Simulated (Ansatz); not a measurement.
Results of HSE06 (plane waves, PAW; Ansatz, a quantum-chemistry and plane-wave program) for C (model structure, started from the Si type, Cmcm, No. 63, 12 atoms in the cell).

Run with plane-wave cutoff 460 eV, 10×10×4 k mesh (along the axes of the cell as run), Fermi–Dirac smearing 0.01 eV, scalar-relativistic PAW data made under PBE.

The cell is the one relaxed with PBEsol. Conventional cell: a = 2.5020 Å, b = 7.0225 Å, c = 8.3230 Å, α = 90.00°, β = 90.00°, γ = 90.00°.

```yaml
crystal:
  lattice:
    - [1.25101, -3.51126, 0.00000]
    - [1.25101, 3.51126, 0.00000]
    - [0.00000, 0.00000, 8.32301]
  atoms:
    - { symbol: C, position: [0.75881, 0.24119, 0.44519] }
    - { symbol: C, position: [0.24119, 0.75881, 0.55481] }
    - { symbol: C, position: [0.24119, 0.75881, 0.94519] }
    - { symbol: C, position: [0.75881, 0.24119, 0.05481] }
    - { symbol: C, position: [0.43078, 0.56922, 0.65750] }
    - { symbol: C, position: [0.56922, 0.43078, 0.34250] }
    - { symbol: C, position: [0.56922, 0.43078, 0.15750] }
    - { symbol: C, position: [0.43078, 0.56922, 0.84250] }
    - { symbol: C, position: [0.97049, 0.02951, 0.40963] }
    - { symbol: C, position: [0.02951, 0.97049, 0.59037] }
    - { symbol: C, position: [0.02951, 0.97049, 0.90963] }
    - { symbol: C, position: [0.97049, 0.02951, 0.09037] }
```

Problem. List the 34 lowest band energies at Γ above −25 eV (eV, relative to the valence band maximum), grouping those that round alike.

Solution. At Γ: -23.39, -22.67, -19.67, -16.23, -15.53, -12.87, -12.86, -12.48, -11.98, -8.81, -7.88, -7.62, -6.92, -6.35, -5.37, -4.99, -3.67, -3.65, -3.31, -3.06, -2.95, -2.04, -1.18, -0.71, 4.06, 6.52, 7.11, 7.15, 7.49, 7.78, 8.96, 9.18, 9.42, 10.09.

Note: the run warned that its exchange threshold was loose for the stress; the relaxation could raise the start's symmetry but not lower it, so the cell can be a saddle point; cell and atoms aren't relaxed at this level (largest force component 0.15 eV/Å, pressure -3.3 GPa).

A model structure was made by putting elements into a prototype or built by hand; it is no filed structure, need not be a known phase, and can be a saddle point held by its symmetry.
